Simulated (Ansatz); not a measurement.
The reference is HfN in the rock salt structure (space group Fm-3m, No. 225; relaxed with 0.1 eV smearing).

```xyz
2
Lattice="0.0000 2.2629 2.2629 2.2629 0.0000 2.2629 2.2629 2.2629 0.0000" Properties=species:S:1:pos:R:3 pbc="T T T"
Hf     0.0000     0.0000     0.0000
N      2.2629     2.2629     2.2629
```

Cartesian axes are those of the cell as printed.

Computed with r2SCAN/PAW in Ansatz (a program for electronic structure), scalar-relativistic without spin-orbit coupling.

It is then changed as follows: compressive biaxial strain of 2.50 % in the plane normal to [001], as in epitaxy on a mismatched substrate; the out-of-plane cell vector and the atoms relax.

Question: What does the calculation give for the energy relative to the base after the change?

Answer: The energy increases by 34 meV/atom.

Question: How does this affect the in-plane stress?

Answer: The mean in-plane stress (compression positive) amounts to +20.0 GPa.

Question: Estimate the effect on the ratio −ε⊥/ε∥.

Answer: The ratio −ε⊥/ε∥ comes out as 0.40.

No phonon test of stability was made. The final runs are not spin-polarised. An odd electron count without spin: HfN.
